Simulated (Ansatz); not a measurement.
A 24-atom cell of (Ti,Hf)Si2 started in the ZrSi2 (C49) type structure, site fractions Ti 0.875, Hf 0.125, short-range order -0.14 in the first shell of the mixed sites (0 is random, a negative value favours unlike neighbours), space group Cm at the end. The mixed sublattice has 8 sites.

The mixing enthalpy is taken against the end members in the ZrSi2 (C49) type type (which need not be the stable form of TiSi2 and HfSi2), relaxed in the same cell and mesh.

Level of theory: PBE (plane waves to 420 eV, PAW; Ansatz, a first-principles code). Scalar-relativistic, without spin–orbit coupling; the runs are not spin-polarised. Its k-point mesh 6×5×5, Fermi–Dirac width 0.05 eV.

```
cell       energy at zero smearing (eV)
---------  ----------------------------
TiSi2                        -30183.859
HfSi2                       -135957.352
HfTi7Si16                    -43405.378
```

**Question.** Work out the mixing enthalpy per mixed site and the interaction parameter Ω of a regular solution.

**Answer.** With x = 1/8 of the second end member, ΔH = [-43405.378 − 7/8 × (-30183.859) − 1/8 × (-135957.352)] / 8 = 21 meV against the separate end members. Ω = ΔH / x(1 − x) = 191 meV.
